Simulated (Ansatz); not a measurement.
Base system: Nb in the bcc (W type) structure (space group Im-3m, No. 229; a = 3.248 Å; relaxed with 0.1 eV smearing). Axes: x, y, z lie along the cube axes.

Level of theory: LDA in Ansatz (plane waves to 420 eV, PAW, without spin-orbit coupling).

One thing is altered: the cell is scaled by 1.0250 in all directions; the atoms relax in the strained cell.

### Question
Predict the stress tensor and what it implies for the stiffness.

### Answer
Stress of the strained cell less that of the base (GPa, compression positive):
```
  -12.2     0.0     0.0
    0.0   -12.2     0.0
    0.0     0.0   -12.2
```

Then B = −ΔP/(ΔV/V₀) with ΔV/V₀ = 0.0769 gives secant stiffness values (nonlinear terms included at this strain): B ≈ 159 GPa.

As a check, the harmonic strain energy −½ V₀ Δσ:ε is 49 meV/atom; the computed energy rise is 53 meV/atom.

Stability against distortions was not tested. The final runs are not spin-polarised.

Ansatz is an electronic-structure program.
